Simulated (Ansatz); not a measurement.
InSe (P6_3/mmc), PBEsol+D3BJ, rigid bands (Ansatz, a program for electronic structure): N_c = 6.37e17 cm⁻³ at 300 K and an electron conductivity mass of 0.119 mₑ along x (a = (3.95, 0.00, 0.00) Å; b = (-1.98, 3.42, 0.00) Å; c = (0.00, 0.00, 16.31) Å).

### Question
For 1e16 electrons per cm³ at 300 K, place the Fermi level, estimate the Seebeck coefficient of a parabolic band with constant τ, and give mobility and conductivity for τ = 50 fs.

### Answer
The level lies k_BT ln(N_c/n) = 0.107 eV below the conduction-band minimum. S ≈ −(k_B/e)[ln(N_c/n) + 5/2] = -573 μV/K, against -567 μV/K from the full bands (mean over directions). μ = eτ/m = 739 cm²/(V·s) and σ = neμ = 1.18 S/cm. τ is assumed, not computed.

Band transport and this doping are assumed; polarons and phonon drag are left out. Spin-orbit coupling is left out. Geometry: cell and atoms relaxed with PBEsol+D3(BJ).

PBEsol with a dispersion correction tends to overbind, so the cell can be several per cent short: InSe (P6_3/mmc).
